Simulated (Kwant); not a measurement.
Model system: six-terminal Hall bar in a Si two-dimensional gas. Effective mass 0.19 mₑ, grid spacing 7.7 nm, hard walls, nominal width 200 nm (25 grid rows, so walls 200.2 nm apart), one parabolic valley, scattering region 520 nm long along x; energies count from the band bottom; Fermi energy 0.00111 eV. Four side probes 100 nm wide, two on each edge; current runs along x; the sign of the Hall resistance is a convention. Perpendicular field swept from 0.15181 to 3.097 T, also in the leads; orbital effect alone.

The device is made up for the run: typed textbook-type constants, with dimensions and the other settings drawn at random.

Kwant, effective-mass tight-binding model on a square grid, one spin, coherent transport at 0 K. Resistances are in h/e².

Sweep values stay those of the base run.

The Fermi energy was swept, all else fixed.

```tsv
Fermi energy (eV)	mean Hall resistance (h/e²) over the sweep	Hall resistance (h/e²) at B = 1.599 T
0.00056	0.84	1.00
0.00078	0.81	1.00
0.00094	0.81	1.00
0.00111	0.76	1.00
0.0013	0.71	1.00
0.0017	0.60	0.50
0.0022	0.47	0.50
```

From the first row to the last the mean Hall resistance over the sweep goes from 0.84 to 0.47. From the first row to the last the Hall resistance at B = 1.599 T goes from 1.00 to 0.50.
